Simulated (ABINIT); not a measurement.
**How far to go with the plane-wave cutoff: NiAl (P4mm, 2 atoms in the cell)**

```
CELL_PARAMETERS angstrom
      2.88133     0.00000     0.00000
      0.00000     2.88133     0.00000
      0.00000     0.00000     2.88133
ATOMIC_POSITIONS crystal
  Al 0.50000 0.50000 0.51735
  Ni 0.00000 0.00000 0.00000
```

Method: LDA (PW92), norm-conserving pseudopotentials (PseudoDojo nc-sr-04 LDA standard) (plane waves; ABINIT 10.0.3).

Base settings: pseudos = [Al.upf, Ni.upf]; ecut = 49 Ha; ixc = 7; occopt = 3; tsmear = 0.00367493 Ha; ngkpt = 4 4 4; nshiftk = 1; shiftk = 0 0 0; potentials = PseudoDojo nc-sr-04 LDA standard; nband = 16.

The second cell is the first with its lattice scaled by 0.98.

The mesh stays at the base's, so the ladder's end is converged at best in this setting alone.

Only quantities that move along the ladder and can be compared are tabulated.

The count of work is k-points × plane waves × bands × iterations; it is no time. Core times come from one kind of shared machine, to one figure; runs under 30 s give none.

The starting cell has typed, rounded lattice constants, without a prior relaxation at this level. Its lattice was rescaled by up to half a per cent. One atom was moved a little off its site on purpose. Spin polarisation is off. In the base run, with a pressure of about -10 GPa the cell is away from its equilibrium volume at this level. Without a gap this mesh is coarse (it stands for a supercell whose shortest vector is 12 Å).

Steps (ecut): 17 Ha; 20 Ha; 22 Ha; 24 Ha; 27 Ha; 29 Ha; 34 Ha; 39 Ha; 44 Ha; 49 Ha; 54 Ha; 59 Ha; 66 Ha; 74 Ha; 86 Ha; 98 Ha; 118 Ha.

What is the coarsest ecut that holds the free energy within 5 meV/atom of the last step, with all finer ones?

49 Ha, at 0.25 of the last step's count of work and about 0.3 of the last step's time; the step before is off by 5.6 meV/atom.

What is the coarsest ecut that holds the forces within 0.005 eV/Å of the last step, with all finer ones?

34 Ha, at 0.13 of the last step's count of work; the step before is off by 0.014 eV/Å.

What is the coarsest ecut that holds the energy of the compressed cell less the first within 2 meV/atom of the last step, with all finer ones?

39 Ha, at 0.16 of the last step's count of work; the step before is off by 4.0 meV/atom.

```tsv
ecut	free energy less the last step's (meV/atom)	energy of the compressed cell less the first (meV/atom)	pressure (GPa)	largest difference of a force vector from the last step's (eV/Å)	count of work / last	core time / last (rough)
17 Ha	60825.98	-506.76	-1791.42	0.027	0.055	–
20 Ha	33947.49	-1108.37	-1287.75	0.055	0.080	–
22 Ha	21662.08	-239.44	-981.01	0.019	0.069	–
24 Ha	13595.79	-208.71	-727.60	0.044	0.079	–
27 Ha	6256.28	-121.02	-429.12	0.027	0.086	–
29 Ha	3482.17	-79.52	-283.21	0.014	0.096	–
34 Ha	640.80	-26.08	-83.33	0.001	0.13	–
39 Ha	76.46	-20.62	-22.53	0.001	0.16	–
44 Ha	5.64	-22.04	-10.94	0.000	0.21	0.2
49 Ha	1.46	-22.03	-9.79	0.000	0.25	0.3
54 Ha	1.31	-22.04	-9.79	0.000	0.29	0.2
59 Ha	1.09	-22.05	-9.79	0.000	0.33	0.3
66 Ha	0.93	-22.05	-9.78	0.000	0.42	0.2
74 Ha	0.76	-22.06	-9.79	0.000	0.46	0.2
86 Ha	0.39	-22.09	-9.80	0.000	0.53	0.3
98 Ha	0.19	-22.11	-9.79	0.000	0.76	0.3
118 Ha	0.00	-22.12	-9.79	0.000	1.0	1
```

The energy difference between the two cells stays within 1 meV/atom of the last step's from 44 Ha on, the total only from 66 Ha on: much of the error is common to both cells and cancels.

At the lowest cutoff the pressure lies 1780 GPa under the last step's, the usual sign of Pulay stress in an incomplete plane-wave basis.
